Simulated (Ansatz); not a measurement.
**Al2O3, pressure series**

The reference is Al₂O₃ in the corundum structure (space group R-3c, No. 167; a = 4.774 Å, c = 13.015 Å (hexagonal axes)).

Cell and atoms are relaxed at each pressure.

Method: Ansatz (a first-principles code) PBEsol, no SOC.

```
pressure (GPa)  band gap (eV)
--------------  -------------
-2                       5.93
-1                          ?
0                        6.03
0.9                      6.07
2.1                      6.13
4.5                      6.24
9                        6.45
15                       6.70
```

Q: Fit E_g = E₀ + αP + βP² to the rows shown and predict the withheld row.

A: Least squares on the printed values gives E₀ = 6.03 eV, α = 48.9 meV/GPa, β = -0.27 meV/GPa² (largest residual 0.00 eV); this predicts 5.98 eV, and the run gives 5.98 eV, in agreement.

Load acts through the strain it causes; cell and atoms are relaxed under it. Whether these cells are dynamically stable was not tested. No other phases were tried under pressure.
